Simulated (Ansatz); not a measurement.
Partial pair distribution functions of a relaxed model of amorphous Si₁₈B₈C₁₂N₂₆, broadened by 0.06 Å; density 2.20 g/cm³. Calculation: PBE, scalar-relativistic without spin-orbit coupling (plane waves to 420 eV, PAW; Ansatz, a program for electronic structure).

A CHGNet melt-quench gave the starting glass, which DFT then relaxed. N atoms were pushed apart under 1.9 Å during the dynamics, to hinder bonds among them. The hot cell started wider than the set density and was brought back towards it in steps. It is the lowest in DFT energy of 2 quenches. It is a model cell: composition and starting density were chosen by hand, and all elements were melted together. No dispersion term was used. Its density started from a set value of 2.20 and ended at 2.20 g/cm³. The simulated quench (nominally 760 K/ps over its main leg) is rapid and tends to freeze in more defects than a deposited or slowly cooled glass has. One small periodic cell is one sample of the glass; other quenches scatter about these values. The volume was held where the preparation left it, at a PBE pressure of -2.0 GPa (tension). Stress components on the final sampling reach 3.9 GPa. On a 2×2×2 Γ-centred mesh force components of up to 0.22 eV/Å stay, since the relaxation ran on the zone centre alone.

```tsv
r (Å)	g Si-N	g Si-C	g Si-Si	g B-B
1.45	0.00	0.00	0.00	0.00
1.55	0.25	0.00	0.00	0.00
1.65	3.90	0.08	0.00	0.00
1.75	10.32	1.73	0.00	0.00
1.85	4.98	4.69	0.00	0.00
1.95	0.54	4.39	0.00	0.00
2.05	0.08	2.39	0.02	0.00
2.15	0.19	0.72	0.42	0.00
2.25	0.08	0.08	0.80	0.00
2.35	0.00	0.00	0.48	0.00
2.45	0.01	0.10	0.91	0.00
2.55	0.18	0.41	1.66	0.00
2.65	0.47	0.78	1.10	0.00
2.75	0.63	0.90	0.80	0.00
2.85	0.67	0.97	0.78	0.00
2.95	0.52	1.00	2.36	0.00
3.05	0.53	0.88	2.96	0.00
3.15	0.59	0.76	1.49	0.00
3.25	0.61	0.40	1.50	0.19
3.35	1.06	0.73	0.61	1.17
3.45	0.95	1.34	0.36	0.69
3.55	0.85	1.39	0.33	1.66
3.65	1.27	0.69	0.51	1.22
3.75	1.37	0.85	0.72	0.16
3.85	1.53	0.91	0.65	1.29
3.95	1.54	0.69	0.76	2.47
4.05	1.25	1.33	0.83	1.50
4.15	1.46	1.37	0.46	1.26
4.25	1.64	1.22	0.68	1.52
4.35	1.48	1.17	0.85	0.64
4.45	1.15	1.02	1.10	0.20
4.55	0.72	0.91	1.11	1.69
4.65	0.64	0.72	1.26	1.85
```

Within 2.30 Å each Si has 2.50 N neighbours on average.
